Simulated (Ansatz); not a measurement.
The starting structures come from a database of crystals and need not be the phases stable at ambient conditions.

Consider the following.

```xyz
20
Lattice="5.1037 0.0000 0.0000 0.7127 10.8589 0.0000 2.5518 0.0000 5.2735" Properties=species:S:1:pos:R:3 pbc="T T T"
Mn     6.2054     0.2617     2.4037
Mn     4.0099     5.6912     2.8699
Mn     3.0514     8.1018     4.2167
Mn     5.2469     2.6724     1.0568
P      6.6521     8.7479     2.6041
P      3.7439     3.3185     2.6695
P      4.5879     7.8738     2.5999
P      1.6798     2.4443     2.6737
P      1.9568     7.8629     0.5833
P      4.1523     2.4335     4.6903
P      4.0422     8.5633     0.5295
P      6.2377     3.1339     4.7441
P      7.6302     5.9605     4.5131
P      4.7221     0.5310     0.7604
P      3.2940    10.4061     4.0543
P      5.4895     4.9766     1.2192
P      2.4626     5.8019     1.2656
P      4.6581     0.3725     4.0079
P      3.3711    10.6787     0.8638
P      5.5666     5.2492     4.4097
```

Space group of this cell: Cc. The cell is taken as given; by PBEsol its mean pressure is -4.3 GPa.

Transport runs along the normal of the first two printed cell vectors.

The gap is the functional's own, uncorrected, and κ follows it; spin-orbit coupling is left out. Mid-gap values are interpolated between the computed energies.

Task: Predict the band gap and the smallest decay constant κ at mid-gap from PBEsol run with Ansatz (a first-principles code).

Result: Gap 0.51 eV on a 8×4×8 mesh; κ = 0.215 1/Å, at (0.167, 0.250) of the in-plane reciprocal vectors. At the zone centre, at the nearest computed energy, the slowest state has κ = 0.23 1/Å.
